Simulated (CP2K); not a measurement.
Band structure of Sr3Cr (Pm-3m, 4 atoms in the cell).

```
Sr3Cr
1.0
    5.54514     0.00000     0.00000
    0.00000     5.54514     0.00000
    0.00000     0.00000     5.54514
Sr Cr
3 1
Direct
  0.00000   0.50000   0.50000
  0.50000   0.00000   0.50000
  0.50000   0.50000   0.00000
  0.00000   0.00000   0.00000
```
Moments meant for the start (each program seeds them in its own way; μB, in the order of the atoms Sr Sr Sr Cr): 0.0 0.0 0.0 3.0.

Method of the run: PBEsol, GPW, DZVP-MOLOPT-SR-GTH basis, GTH-PBE potentials (GTH_POTENTIALS) run with CP2K.

Settings: UKS = T; CUTOFF = 600 Ry; REL_CUTOFF = 50 Ry; SMEAR/METHOD = GAUSSIAN; SIGMA = 0.272 eV; KPOINTS/SCHEME = MONKHORST-PACK 5 5 5; XC_FUNCTIONAL = PBE:PBESOL; Sr/BASIS_SET = DZVP-MOLOPT-SR-GTH-q10; Sr/POTENTIAL = GTH-PBE-q10; Cr/BASIS_SET = DZVP-MOLOPT-SR-GTH-q14; Cr/POTENTIAL = GTH-PBE-q14; MULTIPLICITY = 5; METHOD = GPW; EPS_DEFAULT = 1e-10.

The starting cell comes from a database of computed structures (which also holds hypothetical and non-ambient phases and stackings), without a prior relaxation at this level. Its lattice was rescaled by a random factor within 2.5 % of one. With one magnetic atom in the cell only a parallel order is possible. Values carry the incompleteness of an atom-centred basis. The potentials were made for another functional than the one used.

Levels in eV from the Fermi level, bands 22 to 27 of the first spin channel:
| point | 22 | 23 | 24 | 25 | 26 | 27 |
|---|---|---|---|---|---|---|
| Γ | -1.25 | -1.25 | 0.89 | 0.89 | 1.18 | 1.18 |
| X | -1.18 | -1.04 | -0.16 | 0.47 | 0.47 | 1.62 |
| M | -1.19 | -1.15 | -1.02 | -0.50 | 0.80 | 1.04 |
| R | -1.05 | -0.06 | -0.06 | -0.06 | 0.00 | 0.00 |

Bands cross the Fermi level along this path, so the cell is metallic at this level.

Higher empty bands are left out: an atom-centred basis made for the valence describes them poorly.

The net moment of the cell came out as 4.91 μB.
